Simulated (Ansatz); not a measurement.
# Effect of isotropic strain −1.20 % on TiAl3

The parent structure is TiAl3 (space group I4/mmm, No. 139; a = 3.8459 Å, c = 8.6199 Å).

Perturbation: every lattice vector is shortened by 1.20 %; the atoms relax in the strained cell.

Method: DFT with PBE, PAW potentials and a 420 eV plane-wave cutoff in Ansatz (a quantum-chemistry and plane-wave program), scalar-relativistic without spin-orbit coupling. k-mesh 17×17×17 (Γ-centred); smearing 0.05 eV (Fermi–Dirac).

The volume per atom drops by 0.57 Å³ (15.94 Å³ → 15.37 Å³) and the space group is still I4/mmm (No. 139). The shortest interatomic distance decreases by 0.0326 Å, from 2.719 Å to 2.687 Å and the energy goes up by 7.1 meV/atom. The pressure (mean of the normal stresses, compression positive) goes from zero to 4.1 GPa and the band gap stays zero.

Final structure:

```
TiAl3
1.0
   -1.89986     1.89986     4.25825
    1.89986    -1.89986     4.25825
    1.89986     1.89986    -4.25825
Al Ti
3 1
Direct
  0.50000   0.50000   0.00000
  0.75000   0.25000   0.50000
  0.25000   0.75000   0.50000
  0.00000   0.00000   0.00000
```

Cost of the whole job for the changed cell (relaxation, final SCF and bands): very roughly 22 core-seconds.

Stability against distortions was not tested. All final runs are without spin polarisation.
